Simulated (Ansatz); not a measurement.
## S on the F site (rock-salt LiF host)

These are PBE, PAW (plane waves to 420 eV; Ansatz, a first-principles code) values and carry that method's errors. Cell: 64 sites, 2×2×2; final energies on a 2×2×2 shifted mesh. Site at the start: the F site. Charged cells carry a point-charge image correction with potential alignment at far atoms. Dielectric constants: PBE linear response of the host. Host gap at this level: 8.83 eV. These values are not converged in cell size to better than tenths of an eV. Levels are measured in PBE's own, too narrow, gap. Spin–orbit coupling is left out. Each state is the lowest found from its start.

Formation energies E_f are given with the Fermi level at the valence-band maximum. Chemical conditions: Li-rich (Δμ(F) = -5.89 eV, Δμ(S) = -4.08 eV, bounded by Li2S (Fm-3m); only phases computed here count, gases as isolated molecules at 0 K). Reference phases: F: F2 molecule in a box, S: S8 molecule in a box.

| charge | moment (μB) | point group | largest move off a lattice site (Å) | image correction with alignment (eV) | E_f, Li-rich (eV) | above the lowest spin state (eV) |
|---|---|---|---|---|---|---|
| +1 | not spin-polarised | Cs | 0.81 | 0.45 | 3.49 | 0.00 |
| +1 | 2.0 | D3d | 0.30 | 0.43 | 3.60 | 0.11 |
| 0 | 1.0 | near D3d | 0.26 | 0.00 | 5.63 | 0.00 |
| −1 | not spin-polarised | Oh | 0.16 | 0.04 | 9.09 | 0.00 |

Point groups are those of the whole cell at tolerances of 0.03 and 0.1 Å ("near" where only the looser one holds); none is given for unsettled states.

Transition levels above the valence-band maximum: ε(+1/0) = 2.14 eV; ε(0/−1) = 3.45 eV. On the lower envelope of the bound states, inside the gap: (+1/0) at 2.14 eV; (0/−1) at 3.45 eV.

Flagged in the runs: a doubtful potential alignment.

All states together cost around 50 core-minutes (rough).
